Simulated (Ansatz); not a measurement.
## Effect of pressure 15 GPa on TiSi2

Base system: TiSi₂ (space group Fddd, No. 70; a = 4.779 Å, b = 8.230 Å, c = 8.521 Å).

One thing is altered: cell and atoms relaxed at a pressure of 15 GPa.

The values are results of plane-wave PAW DFT at the r2SCAN level (Ansatz, an electronic-structure program, 500 eV), scalar-relativistic without spin-orbit coupling, not measurements. k-mesh 13×13×13 (Γ-centred); smearing 0.05 eV (Fermi–Dirac).

```json
[
 {"quantity": "density", "base": "4.12 g/cm³", "changed": "4.49 g/cm³", "shift": "+0.37 g/cm³"},
 {"quantity": "shortest interatomic distance", "base": "2.519 Å", "changed": "2.461 Å", "shift": "-0.058 Å"},
 {"quantity": "band gap", "base": "zero", "changed": "zero", "shift": "–"}
]
```

Load acts through the strain it causes; cell and atoms are relaxed under it. Whether these cells are dynamically stable was not tested. Competing high-pressure phases were not computed. The final runs are not spin-polarised.
